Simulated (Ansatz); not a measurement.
Base system: MoSi2 (space group I4/mmm, No. 139; a = 3.2168 Å, c = 7.8746 Å; relaxed with 0.1 eV smearing). Axes: x, y, z lie along a, b, c of the conventional cell.

Level of theory: PBE, PAW, 420 eV (Ansatz, an electronic-structure program; no spin-orbit coupling).

One thing is altered: compressive biaxial strain of 2.50 % in the plane normal to [001], as in epitaxy on a mismatched substrate; the out-of-plane cell vector and the atoms relax.

Q: How does this affect the out-of-plane strain?

A: The out-of-plane strain comes out as +1.03 %.

No phonon test of stability was made. All final runs are without spin polarisation.
